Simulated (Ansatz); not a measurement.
Functionals compared on the (115) surface of germanium, 2 pairs of surface atoms bonded, H on every dangling bond (bottom of the slab: built like the top, H on every dangling bond, free), in Ansatz (plane waves, PAW). The structure was relaxed with PBE; the other rows are single points on it. Cutoff 420 eV (500 eV for r2SCAN).

Set-up: 52 atoms, 13.8 Å thick at the start with caps and adatoms (thin: gaps and levels are the slab's own); mesh 4x3x1; 0.025 eV smearing; dipole correction on; 8 atoms held, the rest relaxed; start symmetry kept, larger cells not searched; no spin, no spin-orbit, no U. These notes are the PBE run's.

```tsv
functional	gap of the slab on its k-mesh (eV)	highest filled level below the top vacuum level (eV)	rough cost of the single point
PBE	0.91	4.83	–
r2SCAN	(withheld)	(withheld)	around 40 core-minutes (rough)
```

**Question.** Some entries are withheld; supply them.

**Answer.** 
- r2SCAN, gap of the slab on its k-mesh (eV): 1.17
- r2SCAN, highest filled level below the top vacuum level (eV): 4.98

Ansatz is a quantum-chemistry and plane-wave program.
